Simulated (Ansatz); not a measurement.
The reference is SnO2 in the rutile structure (space group P4_2/mnm, No. 136; a = 4.828 Å, c = 3.238 Å). Axes: x, y, z lie along a, b, c of the conventional cell.

Now apply this change: tensile biaxial strain of 2.96 % in the plane normal to [001], as in epitaxy on a mismatched substrate; the out-of-plane cell vector and the atoms relax.

Levels (all Ansatz, an electronic-structure program, PAW, earlier PAW set): PBE (420 eV, without spin-orbit coupling); HSE06 (420 eV, spin-orbit coupling left out).

The geometry is relaxed with PBE.

| Item | Result |
|---|---|
| PBE lowest conduction level above the VBM at special points | Γ 0.50 eV; X 3.55 eV; M 4.01 eV |

### Question
How does going to HSE06 change the lowest conduction level above the VBM at special points?

### Answer
The lowest conduction level above the VBM at special points changes from Γ 0.50 eV; X 3.55 eV; M 4.01 eV to Γ 2.14 eV; X 5.37 eV; M 5.92 eV.

Single points use the geometry relaxed with PBE. The levels and masses belong to the bands next to the band gap. Whether these cells are dynamically stable was not tested.
